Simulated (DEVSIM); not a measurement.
Structure: abrupt Si p-n junction, at 250 K.

Layer 1 from the left is Si, thickness (μm) 1.70, Na (cm⁻³) 1.7e15, τn (s) 3.5e-7, τp (s) 3.5e-7. Layer 2 from the left is Si, thickness (μm) 1.40, Nd (cm⁻³) 5.8e16, τn (s) 3.5e-7, τp (s) 3.5e-7.

Left contact: ohmic. Right contact: ohmic. Voltage is applied to the left contact. Recombination: SRH at mid-gap, Auger. Mobility is μmin + (μ − μmin)/(1 + (N/Nref)^α).

This is a model device: material constants are rounded textbook-type values typed into the input, and sizes, dopings and lifetimes were drawn at random. Values at 300 K; Nc and Nv go as T^1.5, mobilities as T to minus their exponent, the gap by Varshni's rule with the affinity fixed.

Si: gap (eV) 1.124, affinity (eV) 4.05, permittivity 11.7, Nc (cm⁻³) 2.86e19, Nv (cm⁻³) 3.1e19, μn (cm²/Vs) 1417, μp (cm²/Vs) 470, μn,min 52, μp,min 45, Nref,n 9.7e16, Nref,p 2.2e17, αn 0.68, αp 0.72, T exponent of μn 2.3, T exponent of μp 2.2, Cn (cm⁶/s) 2.8e-31, Cp (cm⁶/s) 9.9e-32, Varshni α (eV/K) 0.000473, Varshni β (K) 636.

Simulated with DEVSIM: 1D drift-diffusion, Boltzmann statistics, complete ionisation; no tunnelling, impact ionisation, image-force lowering or self-heating.

What does the simulation give for the dark forward voltage at 100 A/cm², the largest field in the device at zero bias, the dark forward voltage at 1 A/cm²?

dark forward voltage at 100 A/cm² 0.745 V; largest field in the device at zero bias 21000 V/cm; dark forward voltage at 1 A/cm² 0.631 V.
